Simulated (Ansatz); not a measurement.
Consider PtSe$_{2}$ in the CdI2 type structure (space group P-3m1, No. 164; a = 3.731 Å, c = 5.256 Å; layered, stacked along the Cartesian z axis).

The values are results of Kohn–Sham DFT with the r2SCAN+rVV10 functional, run in Ansatz (an electronic-structure program) with PAW and 500 eV plane waves, spin-orbit coupling left out, not measurements.

One change was made to it. Results:

```csv
quantity,base,after
c/a ratio,1.409,1.282
shortest interatomic distance,2.515 Å,2.502 Å
```

Which of these changes matches the shifts?
A. pressure 4.5 GPa
B. pressure 0.9 GPa
C. pressure 2.1 GPa
D. pressure 22.5 GPa

A, pressure 4.5 GPa. For comparison, the c/a ratio in the other runs: pressure 0.9 GPa gives 1.358; pressure 22.5 GPa gives 1.189; pressure 2.1 GPa gives 1.322.

Load acts through the strain it causes; cell and atoms are relaxed under it. Stability against distortions was not tested. Competing high-pressure phases were not computed. The final runs are not spin-polarised.
